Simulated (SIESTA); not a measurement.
Troubleshooting SIESTA: a failed run on MgNb₄VO₁₂ (P1, 18 atoms in the cell). The aim is a self-consistent single point with DFT, LDA PW92+U, numerical atomic orbitals DZP, PseudoDojo LDA standard norm-conserving potentials (rewritten from UPF to PSML).

Cell that was meant: a = 5.3156 Å, b = 5.6622 Å, c = 7.7709 Å, α = 85.10°, β = 89.95°, γ = 89.81°.

Part of the input:

```
# files in the folder: Mg.psml Nb.psml V.psml O.psml (PseudoDojo LDA standard)
SystemName  MgNb4VO13
SystemLabel siesta

NumberOfAtoms                19
NumberOfSpecies              4
%block ChemicalSpeciesLabel
  1 12 Mg
[...]
     1.703781118    1.290679498    0.678712021  4
     0.473777799    0.779670746    5.913450752  4
     1.701347995    5.143503757    3.448454790  4
     3.735462442    5.371360967    7.629432330  4
%endblock AtomicCoordinatesAndAtomicSpecies

XC.functional                LDA
[...]
  16 +0.00
  17 +0.00
  18 +0.00
  19 +0.00
%endblock DM.InitSpin
DFTU.ProjectorGenerationMethod 2
DFTU.CutoffNorm              0.9
```

The program printed (abridged):

```
reinit: Reading from file input.fdf

reinit: System Name: MgNb4VO13
reinit: System Label: siesta

NOTE on units for spin output:
{S} is the spin magnetic moment, in units of the Bohr magneton,
assuming a g-factor for the electron spin of exactly 2.
The spin magnetic moment is then numerically equal to the charge inbalance,
   [... lines left out ...]
diag: Memory factor                                 =  1.0000

superc: Internal auxiliary supercell:     5 x     5 x     3  =      75
superc: Number of atoms, orbitals, and projectors:   1425  20475  20025

                        Single-point calculation

superc: Internal auxiliary supercell:     5 x     5 x     3  =      75
superc: Number of atoms, orbitals, and projectors:   1425  20475  20025

outcell: Unit cell vectors (Ang):
        5.315580    0.000000    0.000000
        0.018332    5.662210    0.000000
        0.006985    0.663126    7.742551

outcell: Cell vector modules (Ang)   :    5.315580    5.662240    7.770900
outcell: Cell angles (23,13,12) (deg):     85.1046     89.9485     89.8145
outcell: Cell volume (Ang**3)        :    233.0348
siesta: WARNING: Atoms     9    19 too close: rij =    0.000000 Ang
siesta: WARNING: Atoms    28    38 too close: rij =    0.000000 Ang
siesta: WARNING: Atoms    47    57 too close: rij =    0.000000 Ang
siesta: WARNING: Atoms    66    76 too close: rij =    0.000000 Ang
siesta: WARNING: Atoms    85    95 too close: rij =    0.000000 Ang
   [... 66 lines left out ...]
siesta: WARNING: Atoms  1358  1368 too close: rij =    0.000000 Ang
siesta: WARNING: Atoms  1377  1387 too close: rij =    0.000000 Ang
siesta: WARNING: Atoms  1396  1406 too close: rij =    0.000000 Ang
siesta: WARNING: Atoms  1415  1425 too close: rij =    0.000000 Ang
new_DM -- step:     1
Initializing Density Matrix...

Attempting to read DM from file... Failed...
initDM: WARNING: atom 1 has a closed-shell and cannot be polarized
DM filled with atomic data (user-defined):

InitMesh: MESH = 60 x 60 x 90 = 324000
InitMesh: Mesh cutoff (required, used) =   300.000   312.613 Ry
hubbard_term: recalculating local occupations    1
hubbard_term: maximum change in local occup.    0.476148
hubbard_term: recalculating Hamiltonian
         264
cdiag: Error in Cholesky factorisation
cdiag: Error in Cholesky factorisation
Stopping Program from Node:    0
Stopping Program from Node:    0
```

Question: From the messages shown, name the fault and mend the input.

Answer: The fault is one atom entered twice; here the program stops on it instead of giving results. To fix it, remove the duplicate atom. The program stopped with an error.

The sound input it was made from differs as follows (other fixes are possible):
```diff
-SystemName  MgNb4VO13
+SystemName  MgNb4VO12
-NumberOfAtoms                19
+NumberOfAtoms                18
-     3.735462442    5.371360967    7.629432330  4
-  19 +0.00
```

With that input, the run converged in 31 iterations: free energy E − TS -15803.2486 eV; top of the valence band (on the code's own zero) -4.84 eV; gap on the k-point mesh 0.82 eV; pressure -11.53 GPa; largest force (vector length) 0.444 eV/Å (DFT, LDA PW92+U, numerical atomic orbitals DZP, PseudoDojo LDA standard norm-conserving potentials (rewritten from UPF to PSML)).

On the sound input: the starting cell comes from a database of computed structures (which also holds hypothetical and non-ambient phases and stackings), without a prior relaxation at this level. With one magnetic atom in the cell only a parallel order is possible. With U or open f shells several self-consistent states can exist. Values carry the incompleteness of an atom-centred basis. With a pressure of about -12 GPa the cell is away from its equilibrium volume at this level.
